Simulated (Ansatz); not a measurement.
SrHfN2 (model structure, started from the MgZrN2 type, I4₁/amd, No. 141, 8 atoms in the cell), treated with r²SCAN (Ansatz, a quantum-chemistry and plane-wave program, plane waves, PAW).

Run with plane-wave cutoff 560 eV, 10×10×10 k mesh, Fermi–Dirac smearing 0.01 eV, scalar-relativistic PAW data made under PBE.

Cell (relaxed at this level):

```xyz
8
Lattice="-2.4329 2.4329 4.8946 2.4329 -2.4329 4.8946 2.4329 2.4329 -4.8946" Properties=species:S:1:pos:R:3 pbc="T T T"
Sr     0.0000     0.0000     4.8946
Sr     2.4329     0.0000     2.4473
Hf     0.0000     2.4329     2.4473
Hf     0.0000     0.0000     0.0000
N      0.0000     2.4329     0.2919
N      0.0000     0.0000     7.6338
N      0.0000     0.0000     2.1555
N      0.0000     2.4329     4.6028
```

Task: Give the computed band gap and smallest direct gap on the k points sampled.

Result: 
* **band gap**: 0.32 eV
* **smallest direct gap on the k points sampled**: 0.37 eV

Note: the relaxation could raise the start's symmetry but not lower it, so the cell can be a saddle point.

Spin–orbit coupling is not included.

Static lattice: no zero-point or thermal effects.

A model structure was made by putting elements into a prototype or built by hand; it is no filed structure, need not be a known phase, and can be a saddle point held by its symmetry.
